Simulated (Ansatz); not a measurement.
The parent structure is SiSe₂ (space group Ibam, No. 72; a = 6.299 Å, b = 9.307 Å, c = 5.856 Å; made of chains).

Levels (all Ansatz, an electronic-structure program, PAW, earlier PAW set): PBEsol (420 eV, no SOC); HSE06 (420 eV, without spin-orbit coupling); PBEsol+SOC (420 eV, with spin-orbit coupling).

One geometry, relaxed with PBEsol, under each level:

```tsv
level	band gap	lowest conduction level above the VBM at special points	electron mass	pressure
PBEsol	1.66 eV	X 1.66 eV; Λ₀ 2.00 eV; G₀ 2.00 eV; Γ 2.83 eV	0.62 mₑ along a, 0.44 mₑ along b, 1.3 mₑ along c (at X)	0.0 kbar
HSE06	[?]	[?]	–	–
PBEsol+SOC	1.66 eV	X 1.66 eV; Λ₀ 2.01 eV; G₀ 2.01 eV; Σ₀ 2.06 eV	0.63 mₑ along a, 0.44 mₑ along b, 1.3 mₑ along c (at X)	0.3 kbar
```

Problem. Give the withheld HSE06 results.

Solution. 
- HSE06, band gap: 2.65 eV
- HSE06, lowest conduction level above the VBM at special points: X 2.65 eV; Λ₀ 3.02 eV; G₀ 3.02 eV; Γ 3.84 eV

Single points use the geometry relaxed with PBEsol. HSE06 gaps are upper bounds (no full band path). Differences between runs with and without spin-orbit coupling are approximate. Masses are band curvatures over ±0.01 Å⁻¹ around the edge. No phonon test of stability was made. No dispersion term is included in the PBEsol runs.
